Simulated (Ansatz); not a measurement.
Start from Al2Pt (space group Fm-3m, No. 225; a = 5.897 Å; relaxed with 0.1 eV smearing). Axes: x, y, z lie along the cube axes.

Level of theory: PBEsol (Ansatz, a quantum-chemistry and plane-wave program), scalar-relativistic without spin-orbit coupling.

Base values:

| Property | Value |
|---|---|
| Shortest interatomic distance | 4.825 bohr |

It is then changed as follows: tensile biaxial strain of 2.50 % in the plane normal to [111], as in epitaxy on a mismatched substrate; the out-of-plane cell vector and the atoms relax.

Question: What does the calculation give for the out-of-plane strain, shortest interatomic distance and energy relative to the base after the change?

Answer: The out-of-plane strain amounts to -2.48 %; the shortest interatomic distance shrinks by 0.0225 bohr (4.825 bohr → 4.803 bohr); the energy goes up by 13 meV/atom.

Stability against distortions was not tested. The final runs are not spin-polarised.
